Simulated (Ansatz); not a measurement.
Take Lu in the hcp (Mg type) structure (space group P6_3/mmc, No. 194; relaxed with 0.1 eV smearing) as the base.

```yaml
crystal:
  lattice:
    - [3.44317, 0.00000, 0.00000]
    - [-1.72159, 2.98188, 0.00000]
    - [0.00000, 0.00000, 5.36685]
  atoms:
    - { symbol: Lu, position: [0.66667, 0.33333, 0.75000] }
    - { symbol: Lu, position: [0.33333, 0.66667, 0.25000] }
```

Cartesian axes are those of the cell as printed.

All numbers come from Ansatz (a first-principles code), PBEsol, PAW, cutoff 420 eV, no spin-orbit coupling.

Base values:

The pressure is 0.0 GPa.

Modification: the cell is stretched by 2.00 % along z with no lateral relaxation; the atoms relax in the strained cell.

Question: How does this affect the energy relative to the base?

Answer: The energy increases by 3.3 meV/atom.

Question: Predict the new pressure.

Answer: The pressure (mean of the normal stresses, compression positive) goes from zero to -0.9 GPa.

Whether these cells are dynamically stable was not tested.
